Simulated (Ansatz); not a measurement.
Start from SiC (space group P6_3mc, No. 186; a = 3.079 Å, c = 15.107 Å).

Calculations: PBEsol/PAW in Ansatz (an electronic-structure program), scalar-relativistic without spin-orbit coupling, earlier PAW set.

Base values:

* **Lattice parameter a**: 307.9 pm

Now apply this change: a hydrostatic pressure of 3 GPa.

Q: What does the calculation give for the lattice parameter a after the change?

A: The lattice parameter a falls by 1.3 pm (307.9 pm → 306.6 pm).

Load acts through the strain it causes; cell and atoms are relaxed under it. Whether these cells are dynamically stable was not tested.
